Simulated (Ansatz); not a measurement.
Data:

```
CELL_PARAMETERS angstrom
      4.15270     0.00000     0.01204
     -2.07635     3.59635    -0.00602
      0.01900     0.00000     6.55084
ATOMIC_POSITIONS crystal
  Cd 0.00000 0.00000 0.00000
  I  0.66578 0.33332 0.26123
  I  0.33422 0.66668 0.73877
```

No spin polarisation.

All numbers come from PBEsol-D3(BJ) (Ansatz, a program for electronic structure), no spin-orbit coupling. Γ-centred 9×9×5 mesh, Fermi–Dirac width 0.05 eV.

Task: Predict the band gap and gap character.

Result: 
```json
{
  "band_gap": "2.18 eV",
  "gap_character": "indirect, k = (0.111, 0, -0.200) in the run's primitive reciprocal basis → k = (0.444, -0.444, -0.400) in the run's primitive reciprocal basis"
}
```

Spin-orbit coupling, missing from the scalar runs, can matter with I. The cells carry an imposed strain or load. Stability against distortions was not tested. The cell was made from CdI2 in the CdI2 type structure (space group P-3m1, No. 164; layered, stacked along the Cartesian z axis) by this change: tensor shear ε_xz = +0.29 %.
